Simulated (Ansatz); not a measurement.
The starting structures come from a database of crystals and need not be the phases stable at ambient conditions.

The decay constant κ of evanescent states in the gap governs leakage through a thin film.

Consider the following.

```
BeS
1.0
    3.37495     0.00000     0.00000
    0.00000     3.37495     0.00000
    1.68747     1.68747     2.43515
Be S
1 1
Direct
  0.00000   0.00000   0.00000
  0.25000   0.75000   0.50000
```

The cell is strained (lengths across the current scaled by 0.98, ions clamped); by r2SCAN it stands under a pressure of 4.1 GPa.

Transport runs along the normal of the first two printed cell vectors, the (001) (indices of the unstrained crystal) plane of the conventional cell.

No gap correction and no spin-orbit coupling; mid-gap is the computed energy nearest the middle.

Task: Estimate the band gap and the smallest decay constant κ at mid-gap that r2SCAN run with Ansatz (a first-principles code) returns for this system.

Result: Gap 3.40 eV on a 12×12×12 mesh; κ = 0.319 1/Å, at (0.500, 0.500) of the in-plane reciprocal vectors. At the zone centre the slowest state has κ = 0.34 1/Å.
